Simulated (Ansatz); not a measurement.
Results of HSE06 in Ansatz (PAW) for LaN (model structure, started from the zincblende type, F-43m, No. 216, 2 atoms in the cell).

Settings: plane-wave cutoff 520 eV, 8×8×8 k mesh, finite displacements, scalar-relativistic PAW data made under PBE.

Computed at the level's own relaxed cell.

Space group F-43m (No. 216); a = b = c = 5.592 Å, α = β = γ = 90.00°

```tsv
atom	site	symmetry	x	y	z
N	4d	-43m	0.7500	0.7500	0.7500
La	4a	-43m	0.0000	0.0000	0.0000
```
(The calculation used a cell of 2 atoms; values per cell refer to that cell.)

Harmonic phonon frequencies (cm⁻¹; i marks an imaginary mode; at Γ without the LO shift):

| q point | frequencies |
|---|---|
| Γ | 0 0 0 340 340 340 |
| X | 118 118 188 279 279 530 |
| L | ___ |

Problem. Some entries are withheld; supply them.

Solution. 
- L, frequencies: 65 65 194 317 317 510

No imaginary mode appears at these points.

A model structure was made by putting elements into a prototype or built by hand; it is no filed structure, need not be a known phase, and can be a saddle point held by its symmetry.

Ansatz is an electronic-structure program.
